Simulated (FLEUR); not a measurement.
**Worked example: self-consistent single point of MoS₂ (P-6m2, 3 atoms in the cell) in FLEUR**

Level of theory: LDA (Perdew-Zunger), all-electron FLAPW (FLEUR), scalar-relativistic valence.

The input file:

Input of the input generator:

```
MoS2 crystal
&input film=f /
5.9431218844 0.0000006203 0.0000000000
-2.9715614794 5.1468942195 0.0000000000
0.0000000000 0.0000000000 32.3547266345
1.0
1.0 1.0 1.0

3
42 -0.0000002222 0.0000002222 0.0000000000
16 0.3333331111 0.6666668889 0.0894900000
16 0.3333331111 0.6666668889 0.9105100000

&comp jspins=1 /
&exco xctyp='pz' /
&kpt div1=6 div2=6 div3=1 gamma=t /
&end /
```

```xml
<?xml version="1.0" encoding="UTF-8" standalone="no"?>
<fleurInput fleurInputVersion="0.39">
   <comment>
      MoS2 crystal                                                                                        
   </comment>
   <calculationSetup>
      <cutoffs Kmax="4.5" Gmax="22.5" GmaxXC="22.5" numbands="0"/>
      <scfLoop itmax="60" minDistance="0.00001" maxIterBroyd="40" imix="Anderson" alpha="0.05" precondParam="0.0" spinf="2.0"/>
      <coreElectrons ctail="T" frcor="F" kcrel="0" coretail_lmax="0"/>
      <xcFunctional name="pz" relativisticCorrections="F"/>
      <magnetism jspins="1"/>
      <soc l_soc="F" theta="0.0" phi="0.0" spav="F"/>
      <expertModes spex="0" secvar="F"/>
      <geometryOptimization l_f="T" forcealpha="1.0" forcemix="BFGS" epsdisp="0.00001" epsforce="0.00001"/>
      <ldaU l_linMix="F" mixParam="0.05" spinf="1.0"/>
   </calculationSetup>
   <cell>
      <bzIntegration valenceElectrons="26.0" mode="hist" fermiSmearingEnergy="0.0001">
         <kPointListSelection listName="default-1"/>
         <!-- k-points included here -->
         <xi:include xmlns:xi="http://www.w3.org/2001/XInclude" href="kpts.xml"> </xi:include>
      </bzIntegration>
      <!-- symmetry operations included here -->
      <xi:include xmlns:xi="http://www.w3.org/2001/XInclude" href="sym.xml"> </xi:include>
      <bulkLattice scale="1.0">
         <bravaisMatrix>
            <row-1>    5.9431218844000000     0.0000006203000000     0.0000000000000000</row-1>
            <row-2>   -2.9715614794000000     5.1468942195000000     0.0000000000000000</row-2>
            <row-3>    0.0000000000000000     0.0000000000000000    32.3547266344999969</row-3>
         </bravaisMatrix>
      </bulkLattice>
   </cell>
   <atomSpecies>
      <species name="Molybdenum (Mo)" element="Mo" atomicNumber="42">
         <mtSphere radius="2.38" gridPoints="787" logIncrement="0.016"/>
         <atomicCutoffs lmax="9" lnonsphr="7"/>
         <electronConfig flipSpins="F">
            <coreConfig>(1s1/2) (2s1/2) (2p1/2) (2p3/2) (3s1/2) (3p1/2) (3p3/2) (3d3/2) (3d5/2)</coreConfig>
            <valenceConfig>(4s1/2) (4p1/2) (4p3/2) (5s1/2) (4d3/2) (4d5/2)</valenceConfig>
            <stateOccupation state="(5s1/2)" spinUp="0.5" spinDown="0.5"/>
            <stateOccupation state="(4d3/2)" spinUp="1.0" spinDown="1.0"/>
            <stateOccupation state="(4d5/2)" spinUp="1.5" spinDown="1.5"/>
         </electronConfig>
         <energyParameters s="5" p="5" d="4" f="4"/>
         <lo type="SCLO" l="0" n="4" eDeriv="0"/>
         <lo type="SCLO" l="1" n="4" eDeriv="0"/>
         <lo type="SCLO" l="1" n="4" eDeriv="1"/>
         <lo type="SCLO" l="2" n="4" eDeriv="2"/>
         <lo type="SCLO" l="3" n="4" eDeriv="2"/>
      </species>
      <species name="Sulfur (S)" element="S" atomicNumber="16">
         <mtSphere radius="1.78" gridPoints="589" logIncrement="0.019"/>
         <atomicCutoffs lmax="7" lnonsphr="5"/>
         <electronConfig flipSpins="F">
            <coreConfig>(1s1/2) (2s1/2) (2p1/2) (2p3/2)</coreConfig>
            <valenceConfig>(3s1/2) (3p1/2) (3p3/2)</valenceConfig>
            <stateOccupation state="(3p1/2)" spinUp="0.6666666666667" spinDown="0.6666666666667"/>
            <stateOccupation state="(3p3/2)" spinUp="1.3333333333333" spinDown="1.3333333333333"/>
         </electronConfig>
         <energyParameters s="3" p="3" d="3" f="4"/>
         <lo type="SCLO" l="0" n="3" eDeriv="2"/>
         <lo type="SCLO" l="1" n="3" eDeriv="2"/>
         <lo type="SCLO" l="2" n="3" eDeriv="2"/>
         <lo type="SCLO" l="3" n="4" eDeriv="2"/>
      </species>
   </atomSpecies>
   <atomGroups>
      <atomGroup species="Molybdenum (Mo)">
         <relPos label="                   1">.0000000000 .0000000000 .0000000000</relPos>
         <force calculate="T" relaxXYZ="TTT"/>
      </atomGroup>
      <atomGroup species="Sulfur (S)">
         <relPos label="                   2">1.000/3.000 -1.000/3.000 .0894900000</relPos>
         <relPos label="                   3">1.000/3.000 -1.000/3.000 -.0894900000</relPos>
         <force calculate="T" relaxXYZ="TTT"/>
      </atomGroup>
   </atomGroups>
   <output dos="F" band="F" slice="F">
      <checks vchk="F" cdinf="F"/>
      <bandDOS minEnergy="-.5*Htr" maxEnergy="0.5*Htr" sigma="0.015" storeEVData="T"/>
      <vacuumDOS vacdos="F" integ="F" star="F" nstars="0" locx1="0.0" locy1="0.0" locx2="0.0" locy2="0.0" nstm="0" tworkf="0.0"/>
      <unfoldingBand unfoldBand="F" supercellX="1" supercellY="1" supercellZ="1"/>
      <plotting iplot="0" polar="F">
         <plot TwoD="T" vec1="  1.0  0.0  0.0" vec2="  0.0  1.0  0.0" vec3="  0.0  0.0  1.0" zero="  0.0  0.0  0.0" file="plot"/>
      </plotting>
      <chargeDensitySlicing numkpt="0" minEigenval="0.0" maxEigenval="0.0" nnne="0" pallst="F"/>
      <specialOutput eonly="F"/>
      <magneticCircularDichroism mcd="F" energyLo="-10.0" energyUp="0.0"/>
   </output>
  <!-- We include the file relax.xml here to enable relaxations (see documentation) -->
  <xi:include xmlns:xi="http://www.w3.org/2001/XInclude" href="relax.xml"> <xi:fallback/> </xi:include>
</fleurInput>
```

Output, abridged:

```
      Welcome to FLEUR        (www.flapw.de)
      MaX-Release 8.1          (www.max-centre.eu)

 ========== k-point set info ==========
 Selected k-point list: default-1
 k-point list type: mesh
 6 x 6 x 1
 Number of k points: 7

 ------------Calculation Setup---------------------------
 Number of basis functions:         1658
 Iteration:     1   Distance:       8.94355784 me/bohr^3
 Iteration:     2   Distance:       7.57505985 me/bohr^3
 Iteration:     3   Distance:       3.63107750 me/bohr^3
 Iteration:     4   Distance:       5.11121860 me/bohr^3
 Iteration:     5   Distance:       2.53045662 me/bohr^3
 Iteration:     6   Distance:       1.40106872 me/bohr^3
   [... 7 lines left out ...]
 Iteration:    14   Distance:       0.00016711 me/bohr^3
 Iteration:    15   Distance:       0.00004013 me/bohr^3
 Iteration:    16   Distance:       0.00004375 me/bohr^3
 Iteration:    17   Distance:       0.00001254 me/bohr^3
 Iteration:    18   Distance:       0.00000075 me/bohr^3
 Reset of history

 Run finished successfully
 Stop message:
   Structural relaxation: new displacements generated

[file out, last iteration]
             iter=     19
          p o t e n t i a l   g e n e r a t o r
[...]
          integral of pseudo charge density inside the slab=        0.000000   0.000000
     coulomb potential in the interstitial region:
          density-coulomb potential integrals
          total density-coulomb potenti    -7641.2730628608
          density-effective potential integrals for spin  1
          total density-effective poten   -7.8645633191E+03
          charge density-energy density integrals
          total charge density-energy d   -1.6858910448E+02
 Updated energy parameters for spin:           1
  Atom    1 5s branch from -2.21 to  2.10 htr. ; e_l = -0.2377
  Atom    1 5p branch from -1.20 to  2.82 htr. ; e_l = -0.1235
  Atom    1 4d branch from -8.02 to  0.36 htr. ; e_l = -0.1124
  Atom    1 4f branch from -9.99 to  1.98 htr. ; e_l =  0.1436
  Atom    1 4s branch from-17.36 to -2.21 htr. ; e_l(l -2.2554
  Atom    1 4p branch from-13.81 to -1.20 htr. ; e_l(l -1.3093
  Atom    1 4p branch from-13.81 to -1.20 htr. ; e_l(l -1.3093
  Atom    1 4d branch from -8.02 to  0.36 htr. ; e_l(l -0.1138
  Atom    1 4f branch from -9.99 to  1.98 htr. ; e_l(l  0.1436
  Atom    2 3s branch from -7.53 to  0.97 htr. ; e_l = -0.6245
  Atom    2 3p branch from -5.53 to  1.56 htr. ; e_l = -0.3807
  Atom    2 3d branch from -9.99 to  2.08 htr. ; e_l = -0.1664
  Atom    2 4f branch from -9.99 to  5.34 htr. ; e_l = -0.0010
  Atom    2 3s branch from -7.53 to  0.97 htr. ; e_l(l -0.6245
  Atom    2 3p branch from -5.53 to  1.56 htr. ; e_l(l -0.3810
  Atom    2 3d branch from -9.99 to  2.08 htr. ; e_l(l -0.1664
  Atom    2 4f branch from -9.99 to  5.34 htr. ; e_l(l -0.0010
[...]
 fermi energy and band-weighting factors:
at   0.00000   0.00000   0.00000   k-weight:    0.027778
   21 eigenvalues :
   -2.256616   -1.310007   -1.300386   -1.300386   -0.551996   -0.498308   -0.241892   -0.130154
   -0.130154   -0.093334   -0.086395   -0.086395   -0.027300    0.077865    0.077865    0.090611
    0.090611    0.177117    0.188884    0.202528    0.230004
   [... 2 blocks of this kind left out ...]

[...]
FERMIE:
          first approx. to ef    (T=0)  :  -0.027300 htr   (energy of the highest occ. eigenvalue)
          number of occ. states  (T=0)  :         91
          first approx. to seigv (T=0)  : -16.231836 htr
          sum of weights of occ. states :  13.000000
          sum of semicore charge        :   0.000000 e
FERHIS:  Fermi-Energy by histogram:
          bandgap                     :   0.061486 htr
          charge neutrality (T=0)     :   0.000000    (zero if the highest occ. eigenvalue is "entirely" occupied)
          no eigenvalues within 8 tkb of ef reverts to the t=0 k method.
          number of occ. states       :        91
          sum of the valence weights  :   13.000000
          entropy         :   0.000000 *kb htr/K =   0.00000 htr/K
          sum of val. single particle energies:       -16.2318356916 htr
 Direct bandgap for spin            1 :    6.3991081881438094E-002  Htr
 at k-point            7  with k-vector   0.33333333333333331       0.33333333333333331        0.0000000000000000
          valence density: spin= 1
[...]
     l-like charge
     atom     s        p        d        f        total
 -->  1    2.21872  6.19234  3.49444  0.07240   11.99282
 -->  2    1.17541  1.92334  0.05144  0.00394    3.15474
          total charge for spin  1=   26.000000
          interst. charge =       7.697696
          mt charge=             11.992818    3.154743
          total charge  =   26.000000
          z= 42.     r(1)=  0.822034E-05     dx= 0.016000     m.t.index= 787
               n    l     j    energy       weight
               1.   0.   0.5 -727.0023      2.0000
               2.   0.   0.5 -102.5993      2.0000
               2.   1.   0.5  -94.4437      2.0000
   [... 6 lines left out ...]
          atom type    1  (spin 1)
          kinetic energy=  0.409540897456E+04     sum of the eigenvalues= -0.240810862345E+04
          0.00000182  electrons lost from core.
          z= 16.     r(1)=  0.250312E-04     dx= 0.019000     m.t.index= 589
               n    l     j    energy       weight
               1.   0.   0.5  -87.8679      2.0000
               2.   0.   0.5   -7.5311      2.0000
               2.   1.   0.5   -5.5666      2.0000
               2.   1.   1.5   -5.5203      4.0000
          atom type    2  (spin 1)
          kinetic energy=  0.385781324042E+03     sum of the eigenvalues= -0.224012652275E+03
          0.00115398  electrons lost from core.
          total charge for spin  1=   74.000000
          interst. charge =       7.699995
          mt charge=             39.992827   13.153589
          total charge  =   74.000000
          zc=    74.000000     qfix=    1.000000
     t o t a l  e n e r g y
          sum of eigenvalues =             -2872.3657636949
          density-coulomb potential int    -7641.2730628608
          density-effective potential i    -7864.5633191360
          charge density-ex.-corr.energ     -168.5891044797
          el.-nucl. inter. diff. m.t.       4876.1173234956
          Madelung term for atom type:       -14.9284056627
          el.-nucl. inter. diff. m.t.        932.2676653542
          Madelung term for atom type:       -21.2042786478
 ---->    total energy=                    -4841.5457536293 htr
 ---->    (input%tkb*entropy) TS=              0.0000000000 htr
 ---->    free energy=                     -4841.5457536293 htr
      extrapolation for T->0
 ---->    total electron energy=           -4841.5457536293 htr
 ***** TOTAL FORCES ON ATOMS *****
 TOTAL FORCE FOR ATOM TYPE=  1  X=  0.000   Y=  0.000   Z=  0.000
                       FX_TOT= 0.000000 FY_TOT= 0.000000 FZ_TOT= 0.000000
 TOTAL FORCE FOR ATOM TYPE=  2  X=  2.972   Y= -1.716   Z=  2.895
                       FX_TOT= 0.000000 FY_TOT= 0.000000 FZ_TOT= 0.005502
```

The run converged in 18 iterations. FLEUR gives forces in its relaxation mode, with a further iteration, so its stop message speaks of a relaxation.

The starting cell comes from a database of computed structures (which also holds hypothetical and non-ambient phases and stackings), without a prior relaxation at this level. Its lattice was rescaled by a random factor within 2.5 % of one. Values depend on the basis (sphere radii, cutoffs, local orbitals), which need not be converged.

Cost on one core of a shared machine: roughly 10 min.
